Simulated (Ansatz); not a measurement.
Mo, pressure series

The parent structure is Mo in the bcc (W type) structure (space group Im-3m, No. 229; a = 3.151 Å).

Cell and atoms are relaxed at each pressure.

All numbers come from plane-wave PAW DFT at the r2SCAN level (Ansatz, an electronic-structure program, 500 eV), no spin-orbit coupling, earlier PAW set.

Two rows of this table had their results exchanged by mistake.

```json
[
 {"pressure": "pressure −2 GPa", "volume per atom (Å³)": "15.76", "shortest distance (Å)": "2.736", "band gap": "zero"},
 {"pressure": "pressure −1 GPa", "volume per atom (Å³)": "15.70", "shortest distance (Å)": "2.732", "band gap": "zero"},
 {"pressure": "pressure 1.8 GPa", "volume per atom (Å³)": "15.54", "shortest distance (Å)": "2.723", "band gap": "zero"},
 {"pressure": "pressure 4.2 GPa", "volume per atom (Å³)": "15.41", "shortest distance (Å)": "2.715", "band gap": "zero"},
 {"pressure": "pressure 9 GPa", "volume per atom (Å³)": "13.78", "shortest distance (Å)": "2.616", "band gap": "zero"},
 {"pressure": "pressure 18 GPa", "volume per atom (Å³)": "14.75", "shortest distance (Å)": "2.676", "band gap": "zero"},
 {"pressure": "pressure 30 GPa", "volume per atom (Å³)": "14.28", "shortest distance (Å)": "2.647", "band gap": "zero"},
 {"pressure": "pressure 45 GPa", "volume per atom (Å³)": "15.16", "shortest distance (Å)": "2.701", "band gap": "zero"},
 {"pressure": "pressure 60 GPa", "volume per atom (Å³)": "13.35", "shortest distance (Å)": "2.588", "band gap": "zero"}
]
```

**Question.** Which two?

**Answer.** The rows for pressure 9 GPa and pressure 45 GPa: the volume has to fall steadily with pressure, so 15.16 Å³ belongs to pressure 9 GPa and 13.78 Å³ to pressure 45 GPa.

Load acts through the strain it causes; cell and atoms are relaxed under it. Stability against distortions was not tested. Competing high-pressure phases were not computed. All final runs are without spin polarisation.
